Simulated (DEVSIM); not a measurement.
Device: Co/SiO2/n-Ge capacitor, at 300 K.

Layer 1 from the left is SiO2, thickness (nm) 22.0. Layer 2 from the left is Ge, thickness (nm) 1100, Nd (cm⁻³) 3e17.

Metal gate on the left, work function 5 eV. Fixed charge at the semiconductor interface 3.2e11 cm⁻² (in units of +e); no interface traps.

This is a model device: material constants are rounded textbook-type values typed into the input, and sizes, dopings and lifetimes were drawn at random. Values at 300 K.

SiO2: gap (eV) 9, affinity (eV) 0.9, permittivity 3.9. Ge: gap (eV) 0.664, affinity (eV) 4, permittivity 16, Nc (cm⁻³) 1.04e19, Nv (cm⁻³) 6e18.

DEVSIM, 1D Poisson equation in equilibrium, Boltzmann statistics, complete ionisation; no quantum confinement or tunnelling. Metal contacts follow the ideal Schottky-Mott rule: no Fermi-level pinning, no interface dipoles.

What does the simulation give for the minimum of the low-frequency capacitance?

minimum of the low-frequency capacitance 0.105 μF/cm².
